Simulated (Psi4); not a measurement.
Psi4 1.11, unrestricted PBE/def2-svp: [SeH], charge 0, multiplicity 2, 2 atoms. The geometry is a generated start, not checked to be a minimum at this level.

```
Quantity                              Value
--------------------------  ---------------
task                                 energy
method                                  pbe
basis                              def2-svp
memory                                 3 GB
maxiter                                 100
keys of the molecule block      symmetry c1
scf_type                       df (default)
e_convergence               1e-06 (default)
d_convergence               1e-06 (default)
dft_radial_points              75 (default)
dft_spherical_points          302 (default)
basis functions                          37
grid points                           42202
```

```xyz
2

Se     0.0339    -0.0184    -0.7215
H     -0.0339     0.0184     0.7215
```

Charge 0 and multiplicity 2 are set for this test and not shown to be the ground state.

With the defaults (damping_percentage = 0, diis = true, scf_initial_accelerator = adiis, diis_max_vecs = 10, guess = auto, which took SAD, diis_start = 1) it converges in 8 SCF iterations. One run each on 2 threads, with these changes:
- guess = modhuckel
- diis_max_vecs = 20
- damping_percentage = 20
- damping_percentage = 60
- guess = sapgau
- diis_start = 4
- guess = sap
- guess = core
- damping_percentage = 60, diis = false, scf_initial_accelerator = none

Which runs fail or end elsewhere than the default run?

No convergence: damping_percentage = 60; damping_percentage = 60, diis = false, scf_initial_accelerator = none (the run ends without SCF convergence in 100 iterations). The rest reach the solution of the defaults.

| setting | SCF iterations | end |
|---|---|---|
| the defaults | 8 | same solution |
| diis_max_vecs = 20 | 8 | same solution |
| guess = sapgau | 8 | same solution |
| guess = sap | 8 | same solution |
| guess = modhuckel | 9 | same solution |
| guess = core | 11 | same solution |
| diis_start = 4 | 11 | same solution |
| damping_percentage = 20 | 25 | same solution |
| damping_percentage = 60 | 100 | no convergence |
| damping_percentage = 60, diis = false, scf_initial_accelerator = none | 100 | no convergence |
